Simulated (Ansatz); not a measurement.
An Ansatz (a program for electronic structure) run: NbAs with a change (pressure 5 GPa); plane-wave PAW DFT at the r2SCAN level (Ansatz, 500 eV), no spin-orbit coupling.

Input:

Ansatz 0.2 input:
```yaml
crystal:
  lattice:
    - [-1.7211107081, 1.7211107081, 5.8360355181]
    - [1.7211107081, -1.7211107081, 5.8360355181]
    - [1.7211107081, 1.7211107081, -5.8360355181]
  atoms:
    - { symbol: Nb, position: [0.998998841, 0.998998841, 0] }
    - { symbol: Nb, position: [0.748998841, 0.248998841, 0.5] }
    - { symbol: As, position: [0.417001159, 0.417001159, 0] }
    - { symbol: As, position: [0.167001159, 0.667001159, 0.5] }
basis: { ecutwfc: 500, ecutrho_ratio: 4, xc_grid: 4, fft_grid_basis: typed }
kpoints: { mp_grid: { grid: [19, 19, 19] } }
hamiltonian:
  xc: r2scan
  dispersion: none
  pseudopotentials: { kind: paw }
scf: { occupations: { method: fermi_dirac, width: 0.05 } }
relax: { f_tol: 0.01, max_steps: 60, cell: { stress_tol: 0.02, p_target: 5.0 } }
output: { forces: true, stress: true }
checkpoint: { write: state.ck, write_every: 1000 }
```

Output (explanatory and most iteration lines left out):

```
Relaxation: its limit of steps is 60 (relax.max_steps)
Pseudopotential: Nb, paw, valence charge 13
Pseudopotential: As, paw, valence charge 15
Crystal: 4 atoms, lattice volume = 69.151 Å³
Basis set: ecut = 500 eV, 1753 PW (Γ), exchange–correlation on 192×192×192 points (64 copies of the dense FFT grid, shifted against one another)
Bands: 34, of which v1, the nominal top of the filled ones, is band 28 counted from 1 (27 counted from 0)
Symmetry: 8 space group operations
Space group: I41md (ITA 109), of the structure as read, at distance tolerance 4.1e-5 Å
k-points: 550 of 6859 (time reversal used)
Functional: x = r2scan, c = r2scan; τ floored in thin density (d = 2e-4 eV/Å³)
SCF iter   1: F=—  HF=-18859.555791 eV  |F-HF|=—  |Δ(HF+E_count)|=         —  Δρ=1.38e-2  dr2=1.89e-1  dr2_τ=3.59e-2  ethr=1.77e-3  ⟨swp⟩=6.0  Hψ=70830  notcnv=0
SCF iter   2: F=—  HF=-18859.578416 eV  |F-HF|=—  |Δ(HF+E_count)|=   2.26e-2  Δρ=6.48e-3  dr2=2.88e-2  dr2_τ=3.06e-3  ethr=3.37e-4  ⟨swp⟩=2.1  Hψ=32515  notcnv=0  defer=378
SCF 1 converged in 8 iterations: F = -18859.581866 eV  dr2 = 1.07e-8
relax step   1: F+E_penalty+E_count = -18859.58186603 eV  Δ(F+E_penalty+E_count) = +0.000e0 eV  max|allowed force component| = 7.093e-4 eV/Å  Δτ_max = 0.0000 Å  P = +2.997 GPa  Ω = 69.151 Å³  (8 SCF iters, dr2 threshold 1.00e-7 eV, accepted)
[... steps on the carried basis left out ...]
relax step   5: F+E_penalty+E_count = -18859.56350679 eV  Δ(F+E_penalty+E_count) = +2.822e-4 eV  max|allowed force component| = 8.211e-4 eV/Å  Δτ_max = 0.0000 Å  P = +4.999 GPa  Ω = 68.413 Å³  stress off target by 1.28e-2 GPa  SCF on the basis re-selected at this cell (its energy is not comparable with the rows above)  (6 SCF iters)
SCF converged after 6 iterations
Free energy (F): -18859.563507 eV
Internal energy: -18859.560003 eV  (E = F + TS)
E sigma→0 (E₀):  -18859.561755 eV
Entropy (-TS):   -0.003504 eV (-0.876 meV/atom)
Fermi energy:    16.630463 eV
--- Forces (eV/Å), atoms counted from 1 ---
  atom   1  Nb    -0.00000000     0.00000000     0.00082161
  atom   2  Nb     0.00000000    -0.00000000     0.00082161
  atom   3  As    -0.00000000    -0.00000000    -0.00082057
  atom   4  As     0.00000000     0.00000000    -0.00082057
--- Stress (GPa, compression-positive) ---
        5.005041       0.000000      -0.000000
        0.000000       5.005041       0.000000
       -0.000000       0.000000       4.987220
  P = ⅓ Tr σ = 4.9991 GPa (49.991 kbar)
--- Relaxed structure (4 steps of the walk, 3 accepted, 1 SCFs on fresh bases) ---
  cell:  # Å, volume = 68.4132 Å³
    - [-1.7159749622377005, 1.7159749622377005, 5.8084214866426995]
    - [1.7159749622377005, -1.7159749622377005, 5.8084214866426995]
    - [1.7159749622377005, 1.7159749622377005, -5.8084214866426995]
  atoms:
    - { symbol: Nb, position: [0.9989320425691203, 0.9989320425691203, 1.2626283892147201e-33] }
    - { symbol: Nb, position: [0.7489320425691204, 0.2489320425691202, 0.5000000000000001] }
    - { symbol: As, position: [0.41706795743087993, 0.41706795743087993, 5.483594587860893e-34] }
    - { symbol: As, position: [0.16706795743087993, 0.6670679574308799, 0.5] }
```

Load acts through the strain it causes; cell and atoms are relaxed under it. Stability against distortions was not tested. No other phases were tried under pressure. The final runs are not spin-polarised. The cell was made from NbAs (space group I4_1md, No. 109) by this change: pressure 5 GPa.
